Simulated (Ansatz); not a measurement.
## The (111)B surface of zinc-blende GaSb, Sb-terminated, 2x2 with 3 Cl on 4 top atoms (bottom of the slab: 3 H on 4 bottom sites)

Computed with PBE (plane waves to 420 eV, PAW; Ansatz, a first-principles code).

Slab: 38 atoms, 15.7 Å thick at the start with caps and adatoms; k 3x3x1, smearing 0.025 eV, dipole-corrected; 8 atoms held, the rest relaxed; start symmetry kept, larger cells not searched; no spin, no spin-orbit, no U. It is one candidate, not shown to be the stable structure of the face.

The gap of the slab on its k-mesh is 0.27 eV and the highest filled level below the top vacuum level is 5.80 eV. The energy released by relaxation is 1.00 eV and the cost is about 27 core-minutes (a rough figure).
